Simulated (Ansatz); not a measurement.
# GaSb, pressure series

Base system: GaSb in the zinc blende structure (space group F-43m, No. 216).

```
GaSb
1.0
    0.00000     3.10675     3.10675
    3.10675     0.00000     3.10675
    3.10675     3.10675     0.00000
Sb Ga
1 1
Cartesian
  4.66013   4.66013   4.66013
  0.00000   0.00000   0.00000
```

Cell and atoms are relaxed at each pressure.

Level of theory: Ansatz (a quantum-chemistry and plane-wave program), PBE, PAW, cutoff 420 eV, spin-orbit coupling left out.

Notes on the quantities. enthalpy: H = E + PV relative to the base's energy.

```
variant           volume per atom       enthalpy  band gap
----------------  ---------------  -------------  --------
base                     29.99 Å³              –      zero
pressure −2 GPa          31.55 Å³  -0.38 eV/atom      zero
pressure −1 GPa          30.72 Å³  -0.19 eV/atom      zero
pressure 1.8 GPa         28.90 Å³  +0.33 eV/atom      zero
pressure 4.2 GPa              [?]  +0.75 eV/atom   0.26 eV
pressure 9 GPa           25.99 Å³  +1.56 eV/atom   0.62 eV
pressure 18 GPa               [?]  +2.95 eV/atom   0.56 eV
pressure 30 GPa          21.84 Å³  +4.66 eV/atom   0.35 eV
pressure 45 GPa          20.17 Å³  +6.62 eV/atom   0.14 eV
pressure 60 GPa          18.95 Å³  +8.45 eV/atom      zero
```

Fill in the withheld entries from the trend.


- pressure 4.2 GPa, volume per atom: 27.74 Å³
- pressure 18 GPa, volume per atom: 23.78 Å³

Spin-orbit coupling, missing from the scalar runs, can matter with Sb. Load acts through the strain it causes; cell and atoms are relaxed under it. Stability against distortions was not tested. Tetrahedral semiconductors of this kind turn to denser phases somewhere between about 1 and 50 GPa; those were not computed, so compressed cells here can lie past the real transition. The final runs are not spin-polarised. The zero or small gap of GaSb can change with the level of theory.
